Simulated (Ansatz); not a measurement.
# Ta: response to strain

The parent structure is Ta in the bcc (W type) structure (space group Im-3m, No. 229; a = 3.306 Å; relaxed with 0.1 eV smearing). Axes: x, y, z lie along the cube axes.

Strains are applied to the cell and any free atomic positions relax.

The values are results of Kohn–Sham DFT with the r2SCAN functional, run in Ansatz (an electronic-structure program) with PAW and 500 eV plane waves, scalar-relativistic without spin-orbit coupling, not measurements.

Notes on the quantities. pressure: mean of the normal stresses, compression positive; energy relative to the base: free energy F.

| case | pressure | energy relative to the base | shortest interatomic distance |
|---|---|---|---|
| base | 0.0 GPa | 0 meV/atom | 2.863 Å |
| tensor shear ε_xy = +2.00 % | 0.2 GPa | +6.6 meV/atom | 2.825 Å |
| tensor shear ε_xy = +0.29 % | 0.0 GPa | +0.1 meV/atom | 2.858 Å |
| tensor shear ε_xy = +1.43 % | 0.1 GPa | +3.4 meV/atom | 2.836 Å |
| tensor shear ε_xy = +1.14 % | 0.1 GPa | (withheld) | (withheld) |
| tensor shear ε_xy = +0.86 % | 0.0 GPa | +1.2 meV/atom | 2.847 Å |
| tensor shear ε_xy = +1.71 % | 0.1 GPa | +4.8 meV/atom | (withheld) |
| tensor shear ε_xy = +0.57 % | 0.0 GPa | +0.5 meV/atom | 2.852 Å |

**Question.** Some entries are withheld; estimate them.

**Answer.** 
- tensor shear ε_xy = +1.14 %, energy relative to the base: +2.2 meV/atom
- tensor shear ε_xy = +1.14 %, shortest interatomic distance: 2.841 Å
- tensor shear ε_xy = +1.71 %, shortest interatomic distance: 2.831 Å

Stability against distortions was not tested. The final runs are not spin-polarised.
